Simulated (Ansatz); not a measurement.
## Be3N2: element substitutions

Take Be$_{3}$N$_{2}$ (space group P6_3/mmc, No. 194; a = 2.837 Å, c = 9.710 Å; a cell from a computed database, its experimental status unchecked) as the base.

Each row replaces one element on all its sites; cell and atoms are relaxed.

Method: Ansatz (a program for electronic structure), PBEsol, PAW, cutoff 420 eV, spin-orbit coupling left out.

```csv
change,volume per atom,band gap,c/a ratio
base,6.77 Å³,3.25 eV,3.422
N → Bi,21.23 Å³,zero,3.343
N → As,15.07 Å³,0.89 eV,3.363
N → Sb,19.38 Å³,zero,3.332
```

Spin-orbit coupling, missing from the scalar runs, can matter with Bi and Sb. No phonon test of stability was made. As relaxed here, Be3Bi2, Be3As2 and Be3Sb2 are hypothetical phases, not in the database extracts checked. All final runs are without spin polarisation. A zero or small gap of Be3Sb2 can be the functional's error rather than a property of the material.
